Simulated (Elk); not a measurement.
Elk 10.2.4, DFT, PBE, spin-polarised, all-electron FP-LAPW, Elk's shipped species files: a generated cell (prototype structure at a guessed volume, not a measured phase) of CaCe (space group Pm-3m), 2 atoms, spin-polarised from a ferromagnetic start. Basis and mesh were picked for this test and aren't claimed converged.

```
Property                                                          Result
---------------------------------------  -------------------------------
cell                                     4.11, 4.11, 4.11 Å; 90, 90, 90°
task                                                        ground state
xctype                                                                20
spinpol                                                             true
reducebf                                                             0.5
swidth                                                     0.004 Hartree
k mesh (ngridk)                                                    6×6×6
maxscl                                                               100
rgkmax                                                       7 (default)
empty states an atom (nempty)                                4 (default)
epspot (Hartree)                                         1e-06 (default)
epsengy (Hartree)                                       0.0001 (default)
k-points after symmetry (for each spin)                               20
largest matrix size                                                  199
valence states                                                        38
```

One run each.

All on 4 threads, 1 BLAS thread. Base settings, kept where nothing else is said: mixtype = 3 (default), mixsdb = 5 (default), broydpm = [0.4, 0.15] (default), tefvit = false (default) (beta0, autolinengy not set). The settings tried:
- broydpm = [0.4, 0.5]
- mixsdb = 20
- the base settings
- mixtype = 0, beta0 = 0.1
- broydpm = [0.2, 0.15]
- mixsdb = 2
- mixtype = 1, beta0 = 0.01
- mixtype = 0, beta0 = 0.3
- broydpm = [0.05, 0.15]
- broydpm = [0.4, 0.01]
- mixsdb = 8
- broydpm = [0.1, 0.15]
- tefvit = true
- broydpm = [0.7, 0.15]
- autolinengy = true
- mixsdb = 3
- mixtype = 1, beta0 = 0.1
- mixtype = 1, beta0 = 0.05 (default)
- mixsdb = 12

Name the extremes by self-consistent loops: fewest, most, and any that don't converge.

Fewest self-consistent loops, with those close behind: the base settings (31); mixsdb = 12 (34). Most among those that reach the base run's result: mixtype = 1, beta0 = 0.01 (96). No convergence: mixtype = 1, beta0 = 0.1 (without self-consistency in 100 loops); mixtype = 0, beta0 = 0.1 (without self-consistency in 100 loops); mixtype = 0, beta0 = 0.3 (without self-consistency in 100 loops); mixsdb = 2 (without self-consistency in 100 loops); tefvit = true (without self-consistency in 100 loops). Converged, but to another result than the base run: mixsdb = 8 (off by energy 4.1 meV/atom, site moment sizes under 0.001 μB; the energy is the lower one); broydpm = [0.05, 0.15] (off by energy 2.2 meV/atom, site moment sizes under 0.001 μB; the energy is the lower one); broydpm = [0.1, 0.15] (off by energy 3.5 meV/atom, site moment sizes under 0.001 μB; the energy is the lower one); broydpm = [0.2, 0.15] (off by energy 2.7 meV/atom, site moment sizes under 0.001 μB; the energy is the lower one); broydpm = [0.7, 0.15] (off by energy 3.2 meV/atom, site moment sizes under 0.001 μB; the energy is the lower one); broydpm = [0.4, 0.01] (off by energy 2.1 meV/atom, site moment sizes under 0.001 μB; the energy is the lower one); broydpm = [0.4, 0.5] (off by energy 2.2 meV/atom, site moment sizes under 0.001 μB; the energy is the lower one); autolinengy = true (off by energy 11 meV/atom, site moment sizes 0.0018 μB; the energy is the higher one).

```json
[
 {"setting": "broydpm = [0.7, 0.15]", "self-consistent loops": "28", "end": "other result"},
 {"setting": "autolinengy = true", "self-consistent loops": "29", "end": "other result"},
 {"setting": "the base settings", "self-consistent loops": "31", "end": "converged"},
 {"setting": "mixsdb = 8", "self-consistent loops": "31", "end": "other result"},
 {"setting": "mixsdb = 12", "self-consistent loops": "34", "end": "converged"},
 {"setting": "mixsdb = 3", "self-consistent loops": "36", "end": "converged"},
 {"setting": "mixsdb = 20", "self-consistent loops": "38", "end": "converged"},
 {"setting": "broydpm = [0.4, 0.5]", "self-consistent loops": "38", "end": "other result"},
 {"setting": "broydpm = [0.2, 0.15]", "self-consistent loops": "41", "end": "other result"},
 {"setting": "broydpm = [0.4, 0.01]", "self-consistent loops": "48", "end": "other result"},
 {"setting": "broydpm = [0.1, 0.15]", "self-consistent loops": "52", "end": "other result"},
 {"setting": "broydpm = [0.05, 0.15]", "self-consistent loops": "69", "end": "other result"},
 {"setting": "mixtype = 1, beta0 = 0.05 (default)", "self-consistent loops": "81", "end": "converged"},
 {"setting": "mixtype = 1, beta0 = 0.01", "self-consistent loops": "96", "end": "converged"},
 {"setting": "mixtype = 1, beta0 = 0.1", "self-consistent loops": "100", "end": "not converged"},
 {"setting": "mixtype = 0, beta0 = 0.1", "self-consistent loops": "100", "end": "not converged"},
 {"setting": "mixtype = 0, beta0 = 0.3", "self-consistent loops": "100", "end": "not converged"},
 {"setting": "mixsdb = 2", "self-consistent loops": "100", "end": "not converged"},
 {"setting": "tefvit = true", "self-consistent loops": "100", "end": "not converged"}
]
```

An iteration's cost differs between solvers, so these counts don't give the time.
